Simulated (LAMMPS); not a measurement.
Simulation of a melt made from TiO2 (anatase), 600 atoms, at 2730 K and 0 GPa, brought to that temperature within a few picoseconds.

All values are model results, not measurements: classical MD, Buckingham potential of Matsui and Akaogi, Mol. Simul. 6, 239 (1991), as tabulated by Reinhardt, J. Chem. Phys. 151, 064505 (2019), used with rigid ions (no shells), PPPM sums, short-range terms cut at 10 Å, modified for these runs by an r^-4 repulsive force inside the short-range force's maximum; code LAMMPS.

Estimate the state found, the enthalpy per atom, the self-diffusion coefficient of O (not corrected for cell size), the coordination number of O by Ti, the shear viscosity (Green-Kubo) for this model.

state found: liquid; enthalpy per atom: -12.142 ± 0.002 eV/atom; self-diffusion coefficient of O (not corrected for cell size): (5.0 ± 0.1) × 10^-5 cm²/s; coordination number of O by Ti: 2.90 (counted to 2.74 Å); shear viscosity (Green-Kubo): 7 ± 1 mPa s.

Caution: a run this short can hold a crystal over, or a liquid under, the potential's own melting point, which these runs don't give.
